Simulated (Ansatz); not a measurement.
An ideal cubic perovskite cell is held by its symmetry; such compounds can tilt or shift off centre at room temperature.

 Where the default PAW files enter, the runs use the earlier of Ansatz's two default sets.

```
CsPbBr3
1.0
    5.94863     0.00000     0.00000
    0.00000     8.41263     0.00000
    0.00000     4.20632     4.20632
Cs Pb Br
1 1 3
Direct
  0.00000   0.00000   0.00000
  0.50000   0.50000   0.00000
  0.00000   0.50000   0.00000
  0.50000   0.00000   0.50000
  0.50000   0.50000   0.50000
```

Space group of this cell: Pm-3m, cubic perovskite. The cell is taken as given.

Computed with r2SCAN (plane waves, PAW; Ansatz, a first-principles code).

The current runs along the normal of the first two printed vectors; no spin-orbit coupling. Scaled by the factor s: all lengths (ions clamped). Meshes 8×8×8 and 6×4 across the current in all rows.

```tsv
s	mean pressure (GPa)	band gap (eV)
0.98	1.3	1.81
1.00	-0.1	2.07
1.02	-1.2	?
```

Q: Take the slope of the band gap against ln s from the two given rows, extrapolate to s = 1.02, and say what the run there gives.

A: Slope = (1.81 − 2.07) / ln 0.98 = 12.9 eV. The line gives 2.07 + (12.9) × ln 1.02 = 2.32 eV. The run gives 2.28 eV, 0.04 eV under the line, 18 % of the predicted step.
